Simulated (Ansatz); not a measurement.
BN: isotropic strain −2.00 %

Base system: BN in the zinc blende structure (space group F-43m, No. 216; a = 3.610 Å).

Perturbation: the cell is scaled by 0.9800 in all directions, atoms relaxed at fixed cell.

Method: r2SCAN (Ansatz, an electronic-structure program, PAW, no SOC). Settings: 16×16×16 k-points, 0.05 eV Fermi–Dirac smearing.

* **Volume per atom**: 5.53 Å³ (base 5.88 Å³)
* **Shortest interatomic distance**: 153.2 pm (base 156.3 pm)
* **Energy relative to the base (free energy F)**: +27 meV/atom
* **Band gap**: 5.08 eV (base 5.00 eV)
* **Gap character**: indirect, Γ → X (base indirect, Γ → X)
* **Smallest direct gap**: 9.89 eV (base 9.59 eV)
* **Mean gap deformation potential ΔEg/Δln V**: -1.3 eV
* **Width of the top valence band**: 7.15 eV (base 6.70 eV)
* **Electron mass**: 0.85 mₑ along k, 0.29 mₑ across (at X) (base 0.87 mₑ along k, 0.29 mₑ across (at X))

Final structure:

```xyz
2
Lattice="0.0000 1.7688 1.7688 1.7688 0.0000 1.7688 1.7688 1.7688 0.0000" Properties=species:S:1:pos:R:3 pbc="T T T"
B      0.0000     0.0000     0.0000
N      0.8844     0.8844     0.8844
```

Effective masses come from finite differences of ±0.01 Å⁻¹. Along k means along the line from Γ to the band edge. No phonon test of stability was made.
